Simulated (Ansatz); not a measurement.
For SiC (model structure, started from the BN type, Pm-3n, No. 223, 12 atoms in the cell), LDA (Ansatz, a first-principles code, plane waves, PAW) gives:

| Quantity | Value |
|---|---|
| lattice parameter a | 5.296 Å |
| cohesive energy | 7.13 eV/atom |
| band gap | 1.70 eV |

Task: What does r²SCAN+rVV10 (plane waves, PAW; Ansatz) give for the same quantities?

Result: 
- lattice constant a: 5.317 Å (goes up by 0.4 %)
- cohesive energy: 6.31 eV/atom (drops by 0.82 eV/atom)
- band gap: 2.01 eV (rises by 0.31 eV)

Changes are worked out from the printed values.

Unless a cell is named, each level is at its own relaxed cell (LDA 12.38, r²SCAN+rVV10 12.52 Å³/atom).

Density-functional gaps are differences of (generalised) Kohn–Sham levels.

Ansatz's density-functional and Hartree–Fock values are scalar-relativistic unless marked +SOC, with PAW data made under PBE.

A model structure was made by putting elements into a prototype or built by hand; it is no filed structure, need not be a known phase, and can be a saddle point held by its symmetry.
